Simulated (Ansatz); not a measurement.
The complex Ga vacancy + Si on the Ga site in wurtzite GaN (the Ga site; Ga 3.22 Å away) and its isolated parts, with the Fermi level 0.90 eV above the valence-band maximum, each in its stable bound charge state.

Method: PBE, PAW (plane waves to 420 eV; Ansatz, an electronic-structure program). Cell and caveats: 96-site cell; 2×2×2 shifted k-points; host gap 1.71 eV; charged states image-corrected; corrections reach 1.2 eV, so highly charged states may be off by several tenths; flagged in the runs: for some of the defects a host whose relaxation on this sampling wasn't shown to rest.

| defect | charge | E_f, elements as references (eV) |
|---|---|---|
| Ga vacancy | −1 | 6.71 |
| Si on the Ga site (broken-bond start) [the Ga site; started 0.95 Å off site, one bond broken, along c] | +1 | -1.67 |

### Question
Is the complex bound, by how much, and in which charge state?

### Answer
The complex has charge −1 and E_f = 4.09 eV: 6.71 + -1.67 − (4.09) = 0.95 eV, bound. The charge changes by −1 on pairing, so the value moves with the Fermi level.
